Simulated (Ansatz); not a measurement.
Consider the following.

```
Re
1.0
    2.75863     0.00000     0.00000
   -1.37932     2.38905     0.00000
    0.00000     0.00000     4.46401
Re
2
Cartesian
  0.00000   1.59270   1.11600
  1.37932   0.79635   3.34800
```

Method: PBEsol, DFPT electron-phonon coupling, linearised Boltzmann equation (plane waves, PAW, scalar-relativistic; Ansatz, an electronic-structure program). Condition of this run: hydrostatic pressure -4 GPa (the target of the relaxation). Cell: relaxed with this functional, without spin-orbit coupling, then loaded as said.

Question: Estimate the phonon-limited resistivity at 300 K, by direction if it differs.

Answer: 15.0 (x), 15.0 (y), 10.6 (z) μΩ·cm.

Question: How long is the mean free path there?

Answer: 5.3 nm, weighted by the current that each state carries. Wires not much wider than this gain resistivity from their walls.

A metal at this level (no band gap). Only scattering by harmonic phonons is included (no impurities, grain boundaries, electron-electron scattering or thermal expansion). Spin-orbit coupling is left out, which matters with elements this heavy. Halving the electron mesh (36x36x20) moves the resistivity by up to 4 % at 300 K, the mean free path by up to 5 %. Smearing 0.20 eV; phonons on a 6x6x3 q mesh, which this run doesn't test.
